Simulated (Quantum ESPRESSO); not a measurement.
# Quick settings and what they miss: NaCd₄As₃ (R-3m, 8 atoms in the cell)

Self-consistent single point.

```yaml
crystal:
  lattice:
    - [2.23461, 1.29015, 11.19450]
    - [-2.23461, 1.29015, 11.19450]
    - [0.00000, -2.58031, 11.19450]
  atoms:
    - { symbol: Na, position: [0.50000, 0.50000, 0.50000] }
    - { symbol: Cd, position: [0.09547, 0.09547, 0.09547] }
    - { symbol: Cd, position: [0.90453, 0.90453, 0.90453] }
    - { symbol: Cd, position: [0.29918, 0.29918, 0.29918] }
    - { symbol: Cd, position: [0.70082, 0.70082, 0.70082] }
    - { symbol: As, position: [0.21980, 0.21980, 0.21980] }
    - { symbol: As, position: [0.78020, 0.78020, 0.78020] }
    - { symbol: As, position: [0.00000, 0.00000, 0.00000] }
```

Computed with PBEsol, GBRV 1.5 ultrasoft (PBESOL) pseudopotentials (plane waves; Quantum ESPRESSO).

Base settings: ecutwfc = 40 Ry; ecutrho = 200 Ry; occupations = smearing; smearing = marzari-vanderbilt; degauss = 0.0147 Ry; potentials = {Na: na_pbesol_v1.5.uspp.F.UPF, Cd: cd_pbesol_v1.uspp.F.UPF, As: as_pbesol_v1.uspp.F.UPF}; K_POINTS = automatic 4 4 4 0 0 0; conv_thr = 1e-10 Ry; mixing_beta = 0.5.

Tight run (finer mesh or higher cutoff; not a proven limit): ecutwfc: 40 Ry → 56 Ry; ecutrho: 200 Ry → 280 Ry; conv_thr: 1e-10 Ry → 7.3e-11 Ry; K_POINTS: automatic 4 4 4 0 0 0 → automatic 6 6 6 0 0 0. It gave Fermi level (on the code's own zero) 7.16 eV; pressure -1.22 GPa; largest force (vector length) 0.086 eV/Å.

Quick runs, as changes from the base:
- A: the base itself
- B: ecutwfc: 40 Ry → 32 Ry; ecutrho: 200 Ry → 160 Ry; smearing: marzari-vanderbilt → fermi-dirac; degauss: 0.0147 Ry → 0.036749 Ry; conv_thr: 1e-10 Ry → 7.3e-06 Ry; K_POINTS: automatic 4 4 4 0 0 0 → automatic 6 6 6 0 0 0
- C: ecutwfc: 40 Ry → 32 Ry; ecutrho: 200 Ry → 160 Ry; K_POINTS: automatic 4 4 4 0 0 0 → automatic 2 2 2 0 0 0
- D: conv_thr: 1e-10 Ry → 7.3e-05 Ry
- E: ecutwfc: 40 Ry → 28 Ry; ecutrho: 200 Ry → 140 Ry; conv_thr: 1e-10 Ry → 7.3e-06 Ry; K_POINTS: automatic 4 4 4 0 0 0 → automatic 4 4 4 1 1 1

Energies are extrapolated to zero smearing width, which holds to low order in the width alone (under cold and Methfessel-Paxton smearing the free energy itself is taken).

Dashes: pressure of B, D, E, not trusted under this conv_thr with d or f elements.

The count of work is k-points × plane waves × bands × iterations; it is no time. Core times come from one kind of shared machine and are given to one figure; runs under 30 s give none.

The starting cell comes from a database of computed structures (which also holds hypothetical and non-ambient phases and stackings), without a prior relaxation at this level. Its lattice was rescaled by a random factor within 2.5 % of one. The run gives no clean gap (levels at the Fermi energy touch, overlap or are partly filled at this smearing), which alone does not show that the compound is a metal. Without a gap this mesh is coarse (it stands for a supercell whose shortest vector is 18 Å).

| run | energy less tight (meV/atom) | pressure less tight (GPa) | largest miss in a force vector (eV/Å) | count of work / tight | core time / tight (rough) |
|---|---|---|---|---|---|
| A | 50.6 | 0.77 | 0.066 | 0.26 | 0.2 |
| B | 81.1 | – | 0.182 | 0.28 | 0.3 |
| C | 425.5 | 2.64 | 0.311 | 0.054 | 0.04 |
| D | 50.7 | – | 0.156 | 0.12 | 0.1 |
| E | 110.5 | – | 0.069 | 0.071 | 0.10 |

Among the runs at the tight run's level, the energy misses run from 50.6 to 425.5 meV/atom.

Left out of this page: 1 run of the series outside the window shown, repeating another row's setting, or not comparable.
